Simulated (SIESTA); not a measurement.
Band structure of Cu₃Au (Pm-3m, 4 atoms in the cell).

```xyz
4
Lattice="3.7939 0.0000 0.0000 0.0000 3.7939 0.0000 0.0000 0.0000 3.7939" Properties=species:S:1:pos:R:3 pbc="T T T"
Cu     0.0000     1.8969     1.8969
Cu     1.8969     0.0000     1.8969
Cu     1.8969     1.8969     0.0000
Au     0.0000     0.0000     0.0000
```

Computed with SIESTA with GGA PBE, numerical atomic orbitals TZP, PseudoDojo PBE standard norm-conserving potentials (rewritten from UPF to PSML).

Settings: XC.functional = GGA; XC.authors = PBE; potentials = PseudoDojo PBE standard; PAO.BasisSize = TZP; PAO.EnergyShift = 0.005 Ry; MeshCutoff = 400 Ry; kgrid.MonkhorstPack = 9 9 9; OccupationFunction = MP; OccupationMPOrder = 0; ElectronicTemperature = 580.23 K; MaxSCFIterations = 150; SCF.Mixer.Method = Broyden; SCF.Mixer.Weight = 0.2; SCF.Mixer.History = 6.

The starting cell has typed, rounded lattice constants, without a prior relaxation at this level. Its lattice was rescaled by a random factor within 2.5 % of one. Spin-orbit coupling is off. Spin polarisation is off. Values carry the incompleteness of an atom-centred basis.

Levels in eV from the Fermi level, bands 35 to 40:
```json
[
 {"point": "Γ", "35": "-1.46", "36": "-1.46", "37": "-1.46", "38": "1.37", "39": "1.37", "40": "1.37"},
 {"point": "X", "35": "-2.01", "36": "-1.92", "37": "-1.55", "38": "-1.46", "39": "5.89", "40": "5.89"},
 {"point": "M", "35": "-2.22", "36": "-2.14", "37": "-0.52", "38": "-0.52", "39": "-0.50", "40": "0.26"},
 {"point": "R", "35": "-1.64", "36": "-1.64", "37": "-0.91", "38": "-0.91", "39": "-0.91", "40": "-0.85"}
]
```

Bands cross the Fermi level along this path, so the cell is metallic at this level.

Higher empty bands are left out: an atom-centred basis made for the valence describes them poorly.
